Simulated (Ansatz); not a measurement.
# Effect of biaxial strain +3.90 %, plane normal [001], relaxed out of plane on Mg3Sb2

Take Mg3Sb2 (space group P-3m1, No. 164; a = 4.596 Å, c = 7.272 Å) as the base. Axes: x lies along a and z along c of the hexagonal cell.

Perturbation: tensile biaxial strain of 3.90 % in the plane normal to [001], as in epitaxy on a mismatched substrate; the out-of-plane cell vector and the atoms relax.

Calculations: PBE (Ansatz, a first-principles code, PAW, scalar-relativistic without spin-orbit coupling). Γ-centred 12×12×7 mesh, Fermi–Dirac width 0.05 eV.

The space group remains P-3m1 (No. 164) and the shortest interatomic distance grows by 0.069 Å, from 2.847 Å to 2.916 Å. The pressure (mean of the normal stresses, compression positive) goes from zero to -2.1 GPa and the band gap goes from 0.15 eV to zero. The out-of-plane strain amounts to -2.34 % (rough).

Without a gap, meshes like the base's 12×12×7 leave anisotropic stresses uncertain by several tenths of a GPa, and small strain energies with them. Spin-orbit coupling, missing from the scalar runs, can matter with Sb. Whether these cells are dynamically stable was not tested. The final runs are not spin-polarised. A zero or small gap of Mg3Sb2 can be the functional's error rather than a property of the material.
